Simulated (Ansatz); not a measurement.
## Carrier properties of CdS (F-43m)

Data:

```
CdS
1.0
    0.00000     2.94670     2.94670
    2.94670     0.00000     2.94670
    2.94670     2.94670     0.00000
Cd S
1 1
Direct
  0.00000   0.00000   0.00000
  0.25000   0.25000   0.25000
```

Level of theory: PBEsol with spin-orbit coupling, rigid bands (plane waves, PAW; Ansatz, a first-principles code). Condition of this run: hydrostatic pressure -2 GPa (the target of the relaxation). Geometry: cell and atoms relaxed with PBEsol, then loaded as said.

The band gap is 0.93 eV and the electron conductivity mass (300 K, dilute) is 0.122 mₑ. The hole conductivity mass (300 K, dilute) is 0.98 mₑ, the effective density of states N_c (300 K) is 9.9e17 cm⁻³ and the effective density of states N_v (300 K) is 6.0e19 cm⁻³. The density-of-states mass, electrons comes out as 0.116 mₑ, the density-of-states mass, holes is 1.79 mₑ and the Seebeck coefficient, n-type 1e19 cm⁻³, 300 K is -76 μV/K. The best n-type power factor at 300 K for τ = 10 fs (best axis; densities from 1e16 to 1e21 cm⁻³ tried, whether or not they can be reached) is 1.29 μW/(cm·K²) at 3e18 cm⁻³. The Seebeck coefficient, p-type 1e19 cm⁻³, 300 K is 399 μV/K and the best p-type power factor at 300 K for τ = 10 fs (best axis; densities from 1e16 to 1e21 cm⁻³ tried, whether or not they can be reached) comes out as 16.5 μW/(cm·K²) at 3e20 cm⁻³.

Rigid bands; masses and Seebeck coefficients take one relaxation time τ for all states and one kind of carrier; polarons and phonon drag are left out.
